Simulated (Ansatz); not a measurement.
**Bulk modulus of Ag (model structure, I4₁/amd, No. 141) at several levels of theory**

No measured value is used here.

| level (code) | value (GPa) | cell (Å³/atom) |
|---|---|---|
| LDA (Ansatz) | 114 | 17.64 |
| PBE (Ansatz) | 73.8 | 19.75 |
| PBEsol (Ansatz) | [?] | 18.39 |
| r²SCAN (Ansatz) | 85.8 | 19.06 |

### Question
Fill in the missing entries.

### Answer

- PBEsol (Ansatz, an electronic-structure program), value (GPa): 96.9

LDA, PBE, PBEsol, r²SCAN: the bulk modulus is −V dP/dV from two relaxed cells at ±2 % in volume. Each level is taken at its own relaxed cell. Cutoffs differ between the levels. Ansatz's density-functional and Hartree–Fock values are scalar-relativistic unless marked +SOC, with PAW data made under PBE.

A model structure was made by putting elements into a prototype or built by hand; it is no filed structure, need not be a known phase, and can be a saddle point held by its symmetry.
